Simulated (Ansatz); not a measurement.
## BaTiO3 (space group P4mm, No. 99)

```cif
data_BaO3Ti
_chemical_formula_sum 'Ti1 Ba1 O3'
_space_group_name_H-M_alt 'P4mm'
_space_group_IT_number 99
_space_group_name_Hall 'P 4 -2'
_cell_length_a 3.95540
_cell_length_b 3.95540
_cell_length_c 4.04425
_cell_angle_alpha 90.000
_cell_angle_beta 90.000
_cell_angle_gamma 90.000
loop_
_atom_site_label
_atom_site_type_symbol
_atom_site_symmetry_multiplicity
_atom_site_Wyckoff_symbol
_atom_site_fract_x
_atom_site_fract_y
_atom_site_fract_z
_atom_site_occupancy
Ti1 Ti 1 b 0.50000 0.50000 0.44700 1
Ba1 Ba 1 a 0.00000 0.00000 0.93176 1
O1 O 1 b 0.50000 0.50000 0.90197 1
O2 O 2 c 0.00000 0.50000 0.41263 1
```

All numbers come from DFT with PBEsol, PAW potentials and a 420 eV plane-wave cutoff in Ansatz (a program for electronic structure), no SOC. Settings: 8×8×8 k-points, 0.05 eV Fermi–Dirac smearing.

| Quantity | Value |
|---|---|
| Volume per atom | 12.65 Å³ |
| Density | 6.12 g/cm³ |
| Band gap | 1.85 eV, indirect, A → Γ |
| Lowest conduction-band minima above the VBM | Γ 1.85 eV |
| Total energy | -2005.496 eV/atom (σ→0; compares only within this code and set-up) |

Whether these cells are dynamically stable was not tested. The final runs are not spin-polarised.
